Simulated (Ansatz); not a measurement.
Ga2O3 (model structure, started from the Bi2O3 type, P6₃mc, No. 186, 20 atoms in the cell)

The numbers are results of r²SCAN (plane waves, PAW; Ansatz, a first-principles code), not measurements.

Numerical settings: plane-wave cutoff 560 eV, 6×6×8 k mesh (along the axes of the cell as run), Fermi–Dirac smearing 0.01 eV, scalar-relativistic PAW data made under PBE.

Cell (relaxed with PBEsol):

```xyz
20
Lattice="7.0746 0.0000 0.0000 -3.5373 6.1267 0.0000 0.0000 0.0000 4.8063" Properties=species:S:1:pos:R:3 pbc="T T T"
Ga     1.7781     1.0266     3.7178
Ga     0.0000     2.0532     1.3147
Ga     5.2965     1.0266     3.7178
Ga     1.7592     5.1002     1.3147
Ga     3.5373     4.0736     3.7178
Ga    -1.7592     5.1002     1.3147
Ga     0.0000     4.0845     3.2469
Ga     3.5373     2.0422     0.8438
O      3.5373     0.5653    -0.3437
O      1.2790     3.3460     2.0595
O      4.8163     2.7807    -0.3437
O      0.0000     5.5614     2.0595
O      2.2582     2.7807    -0.3437
O     -1.2790     3.3460     2.0595
O      2.0634     5.2758     4.2575
O      3.5373     4.4248     1.8543
O     -2.0634     5.2758     4.2575
O      1.4739     0.8510     1.8543
O      0.0000     1.7019     4.2575
O      5.6007     0.8510     1.8543
```

```yaml
band_gap: 0.82 eV (indirect)
smallest_direct_gap_on_the_k_points_sampled: 0.89 eV
```

Note: the relaxation could raise the start's symmetry but not lower it, so the cell can be a saddle point; cell and atoms aren't relaxed at this level (largest force component 0.37 eV/Å, pressure -1.3 GPa).

Spin–orbit coupling is not included.

It cost roughly 4 core-minutes of CPU time.

A model structure was made by putting elements into a prototype or built by hand; it is no filed structure, need not be a known phase, and can be a saddle point held by its symmetry.
